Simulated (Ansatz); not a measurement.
**AgBr in the rock salt structure (space group Fm-3m, No. 225)**

```yaml
crystal:
  lattice:
    - [0.00000, 2.92042, 2.92042]
    - [2.92042, 0.00000, 2.92042]
    - [2.92042, 2.92042, 0.00000]
  atoms:
    - { symbol: Ag, position: [0.00000, 0.00000, 0.00000] }
    - { symbol: Br, position: [0.50000, 0.50000, 0.50000] }
```

All numbers come from PBE (Ansatz, an electronic-structure program; PAW; 420 eV plane waves; no SOC). Γ-centred 10×10×10 mesh, Fermi–Dirac width 0.05 eV.

| Item | Value |
|---|---|
| Volume per atom | 24.91 Å³ |
| Density | 6.26 g/cm³ |
| Band gap | 0.69 eV, indirect, L → Γ |
| Electron mass | 0.19 mₑ |
| Lowest conduction-band minima above the VBM | Γ 0.69 eV; X along ⟨100⟩ 1.71 eV |
| Total energy | -5187.183 eV/atom (σ→0; compares only within this code and set-up) |

Effective masses come from finite differences of ±0.01 Å⁻¹. Stability against distortions was not tested.
